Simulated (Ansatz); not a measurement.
The reference is Rh in the fcc (Cu type) structure (space group Fm-3m, No. 225; a = 3.782 Å; relaxed with 0.1 eV smearing).

The values are results of DFT with PBEsol, PAW potentials and a 420 eV plane-wave cutoff in Ansatz (a program for electronic structure), no SOC, not measurements.

Strains are applied to the cell and any free atomic positions relax.

One change was made to it. Results:

The pressure goes from zero to -17.9 GPa; the energy goes up by 63 meV/atom.

What was done to the base?
A. isotropic strain −1.50 %
B. isotropic strain −1.00 %
C. isotropic strain +1.50 %
D. isotropic strain +2.50 %

D, isotropic strain +2.50 %. For comparison, the energy relative to the base in the other runs: isotropic strain −1.50 % gives +27 meV/atom; isotropic strain +1.50 % gives +24 meV/atom; isotropic strain −1.00 % gives +12 meV/atom.

Whether these cells are dynamically stable was not tested. All final runs are without spin polarisation. Rh lies near a magnetic instability that expansion can trigger; it was not tested.
